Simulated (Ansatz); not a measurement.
Base system: HfN in the rock salt structure (space group Fm-3m, No. 225; a = 4.526 Å; relaxed with 0.1 eV smearing). Axes: x, y, z lie along the cube axes.

Method: r2SCAN in Ansatz (plane waves to 500 eV, PAW, no SOC).

Perturbation: tensor shear ε_xy = +2.00 % (engineering shear γ = 0.0400); the atoms relax in the strained cell.

**Question.** Predict the stress tensor and what it implies for the stiffness.

**Answer.** Stress of the strained cell less that of the base (GPa, compression positive):
```
    0.3    -5.2     0.0
   -5.2     0.3     0.0
    0.0     0.0    -0.1
```

Then −Δσ/γ with γ = 2ε = 0.0400 gives secant stiffness values (nonlinear terms included at this strain): C66 ≈ 130 GPa.

As a check, the harmonic strain energy −½ V₀ Δσ:ε is 7.5 meV/atom; the computed energy rise is 7.5 meV/atom.

Whether these cells are dynamically stable was not tested. The final runs are not spin-polarised.

Ansatz is a first-principles code.
